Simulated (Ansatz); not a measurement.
Start from PbSe in the rock salt structure (space group Fm-3m, No. 225; a = 6.178 Å). Axes: x, y, z lie along the cube axes.

Method: Ansatz (a first-principles code) r2SCAN, no spin-orbit coupling, earlier PAW set.

Perturbation: the cell is compressed by 4.93 % along z with no lateral relaxation, atoms relaxed at fixed cell.

Predict the stress tensor and what it implies for the stiffness.

Stress of the strained cell less that of the base (GPa, compression positive):
```
   0.67    0.00    0.00
   0.00    0.67    0.00
   0.00    0.00    8.69
```

Then −Δσ_ii/ε with ε = -0.0493 gives secant stiffness values (nonlinear terms included at this strain): C33 ≈ 176 GPa, C13 ≈ 14 GPa and C23 ≈ 14 GPa.

As a check, the harmonic strain energy −½ V₀ Δσ:ε is 39 meV/atom; the computed energy rise is 35 meV/atom.

No phonon test of stability was made.
